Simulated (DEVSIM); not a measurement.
System: abrupt Si p-n junction, at 400 K.

```
layer (left to right)  material  thickness (μm)  Nd (cm⁻³)  Na (cm⁻³)  τn (s)  τp (s)
---------------------  --------  --------------  ---------  ---------  ------  ------
1                            Si            26.0          -     1.1e19  1.5e-7  1.5e-7
2                            Si            25.0     3.5e17          -  1.5e-7  1.5e-7
```

Left contact: ohmic. Right contact: ohmic. Voltage is applied to the left contact. Recombination: SRH at mid-gap. Mobility is constant in doping. Where it depends on doping, it is μmin + (μ − μmin)/(1 + (N/Nref)^α).

This is a model device: material constants are rounded textbook-type values typed into the input, and sizes, dopings and lifetimes were drawn at random. Values at 300 K; Nc and Nv go as T^1.5, mobilities as T to minus their exponent, the gap by Varshni's rule with the affinity fixed. The table also holds parameters that only a changed run uses.

```
parameter               Si
----------------  --------
gap (eV)             1.124
affinity (eV)         4.05
permittivity          11.7
Nc (cm⁻³)          2.86e19
Nv (cm⁻³)           3.1e19
μn (cm²/Vs)           1417
μp (cm²/Vs)            470
μn,min                  52
μp,min                  45
Nref,n              9.7e16
Nref,p              2.2e17
αn                    0.68
αp                    0.72
T exponent of μn       2.3
T exponent of μp       2.2
Cn (cm⁶/s)         2.8e-31
Cp (cm⁶/s)         9.9e-32
Varshni α (eV/K)  0.000473
Varshni β (K)          636
```

DEVSIM, 1D drift-diffusion, Boltzmann statistics, complete ionisation; no tunnelling, impact ionisation, image-force lowering or self-heating.

Base results: largest field in the device at zero bias (V/cm) 330000; potential step across the device at zero bias (V) 0.879; dark forward voltage at 1 A/cm² (V) 0.549; dark forward voltage at 100 A/cm² (V) 0.718.

What follows from this one change: doping Nd of layer 2 3.5e+17 → 3.5e+18 cm^-3?

largest field in the device at zero bias 330000 → 860000 V/cm; potential step across the device at zero bias 0.879 → 0.959 V; dark forward voltage at 1 A/cm² 0.549 → 0.614 V; dark forward voltage at 100 A/cm² 0.718 → 0.774 V.

What follows from this one change: doping Na of layer 1 1.1e+19 → 3.3e+18 cm^-3?

largest field in the device at zero bias 330000 → 280000 V/cm; potential step across the device at zero bias 0.879 → 0.838 V; dark forward voltage at 1 A/cm² 0.549 → 0.544 V; dark forward voltage at 100 A/cm² 0.718 → 0.713 V.
